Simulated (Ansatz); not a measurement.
# Pyrite PtAs2

The numbers are results of LDA (PAW; Ansatz, a first-principles code), not measurements.

Settings: plane-wave cutoff 520 eV, 6×6×6 k mesh, Fermi–Dirac smearing 0.01 eV, scalar-relativistic PAW data made under PBE.

Cell: relaxed at this level.

For pyrite PtAs2, the volume per atom comes out as 17.50 Å³/atom. The bulk modulus B0 comes out as 164 GPa. The lattice parameter a is 5.944 Å, the band gap is 0.25 eV and the smallest direct gap on the k points sampled is 1.05 eV. The Γ–Γ gap is 1.70 eV and the pressure derivative B′ of the bulk modulus is 5.0.

Measured, for comparison: equilibrium volume per atom 17.70 Å³/atom, lattice constant a 5.967 Å (temperature not stated, not corrected to a static lattice; as tabulated in Wikipedia's data pages). Computed (rounded) less measured: equilibrium volume per atom -1.1 %, lattice constant a -0.4 %. A static lattice is as a rule a little smaller and stiffer than an uncorrected measurement, which narrows the difference in the equilibrium volume per atom, lattice constant a and would widen misses of the other sign.

Note: the bulk modulus comes from volumes at which shape and atoms were relaxed.

Spin–orbit coupling is not included; it can close the smallest gap of 0.25 eV.

Static lattice: no zero-point or thermal effects.
